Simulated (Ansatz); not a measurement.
Functionals compared on NH3 on the 1x1 (110) surface of 3C silicon carbide (cut with top plane C + Si), one in a 2x2 cell, started at the site 'top C', in Ansatz (plane waves, PAW). The structure was relaxed with PBE; the other rows are single points on it, each with its references at the same level. Cutoff 420 eV (500 eV for r2SCAN). HSE06 used the coarser mesh 3x2x1.

Host crystal: 3C silicon carbide, with a band gap (PBE, scalar-relativistic without spin-orbit coupling).

Model: 52-atom slab, 7.7 Å thick at the start under the adsorbate (thin: gaps and levels are the slab's own), 3x3x1 mesh, Fermi-Dirac 0.01 eV, dipole correction, 24 atoms held, the rest relaxed; no symmetry held; no spin, no spin-orbit, no U, no dispersion correction. At the end it is bonded to Si. In PBE it is, or lies within 0.03 eV of, the lowest of the starts that converged. These notes are the PBE run's. Adsorption energies are against NH3(g). A negative adsorption energy means that the adsorbate is more stable on the surface than in its reference.

| functional | adsorption energy (eV) | rough cost of the single point |
|---|---|---|
| PBE | -1.90 | – |
| RPBE | (withheld) | around 2.8 core-minutes (rough) |
| r2SCAN | -2.11 | about 5 core-minutes (a rough figure) |
| HSE06 | -2.03 | about 90 core-minutes (a rough figure) |

### Question
What belongs in the gaps?

### Answer

- RPBE, adsorption energy (eV): -1.57

Ansatz is a first-principles code.
